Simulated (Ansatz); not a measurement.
# Migration barriers: Mg-vacancy pair in rock-salt TiN, neutral cell

Consider Mg-vacancy pair (Mg on one host Ti site, one Ti site vacant) in rock-salt TiN, neutral cell. Method: PBE, PAW (plane waves to 420 eV; Ansatz, a first-principles code).

64-site cell at the relaxed PBE lattice, a 2×2×2 k-point mesh shifted by half a step, smearing 0.10 eV, spin-restricted, no finite-size correction. No zero-point or tunnelling terms. Forms of the defect that were not tried may lie lower.

Barriers: single points on a 4×4×4 k-point mesh shifted by half a step at the bands' geometries.

| Route | Start site over the lowest site run (eV) | Hop (Å) | Forward barrier (eV) | Backward barrier (eV) | Neighbours at the start | Neighbours at the saddle | Saddle order | Forward, on the band's own sampling (eV) |
|---|---|---|---|---|---|---|---|---|
| direct exchange of Mg with the vacancy (Mg-vacancy distance between ideal sites 3.00 Å throughout) | 0.00 | 2.84 | 2.43 | 2.43 | 2 N at 2.11, 2 N at 2.13, 2 N at 2.20 Å | 2 N at 1.83 Å | not checked, on a symmetry element | 2.38 |

Paths come from nudged elastic bands with a climbing image.  A band can be held on a symmetry element, so unchecked saddle points there may be too high.
